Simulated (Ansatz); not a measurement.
Given:

```
CELL_PARAMETERS angstrom
      6.52008    -1.61394     0.00000
      6.52008     1.61394     0.00000
     -1.45698     0.00000     5.97794
ATOMIC_POSITIONS crystal
  Ga 0.08788 0.08788 0.79583
  Ga 0.91212 0.91212 0.20417
  Ga 0.65675 0.65675 0.31453
  Ga 0.34325 0.34325 0.68547
  O  0.15172 0.15172 0.11309
  O  0.84828 0.84828 0.88691
  O  0.17635 0.17635 0.57373
  O  0.82365 0.82365 0.42627
  O  0.49236 0.49236 0.25824
  O  0.50764 0.50764 0.74176
```

No spin polarisation.

Calculations: Ansatz (a program for electronic structure), PBE, PAW, cutoff 420 eV, without spin-orbit coupling, earlier PAW set. Γ-centred 11×11×6 mesh, Fermi–Dirac width 0.05 eV.

Task: Predict the band gap, valence-band top at Γ, width of the top valence band and space group.

Result: 
- Band gap: 1.03 eV
- Valence-band top at Γ (three highest levels, from the VBM): 0.00, -0.27, -0.33 eV
- Width of the top valence band: 0.47 eV
- Space group: C2/m (No. 12)

The cells carry an imposed strain or load. Stability against distortions was not tested. The cell was made from Ga2O3 (space group C2/m, No. 12) by this change: isotropic strain +4.69 %.
